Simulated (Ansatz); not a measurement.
# What pressure −1 GPa does to HfN

Start from HfN in the rock salt structure (space group Fm-3m, No. 225; a = 4.548 Å).

The change: hydrostatic tension (pressure −1 GPa).

All numbers come from Ansatz (an electronic-structure program), PBE, PAW, cutoff 420 eV, no spin-orbit coupling. Settings: 18×18×18 k-points, 0.05 eV Fermi–Dirac smearing.

```json
[
 {"quantity": "volume per atom", "base": "11.76 Å³", "changed": "11.80 Å³", "shift": "+0.04 Å³"},
 {"quantity": "density", "base": "13.59 g/cm³", "changed": "13.54 g/cm³", "shift": "-0.05 g/cm³"},
 {"quantity": "lattice parameter a", "base": "8.594 bohr", "changed": "8.605 bohr", "shift": "+0.011 bohr"},
 {"quantity": "shortest interatomic distance", "base": "4.297 bohr", "changed": "4.303 bohr", "shift": "+0.0054 bohr"},
 {"quantity": "enthalpy H = E + PV relative to the base's energy", "base": "–", "changed": "-0.07 eV/atom", "shift": "–"},
 {"quantity": "band gap", "base": "zero", "changed": "zero", "shift": "–"}
]
```

Load acts through the strain it causes; cell and atoms are relaxed under it. Stability against distortions was not tested. All final runs are without spin polarisation. An odd electron count without spin: HfN.
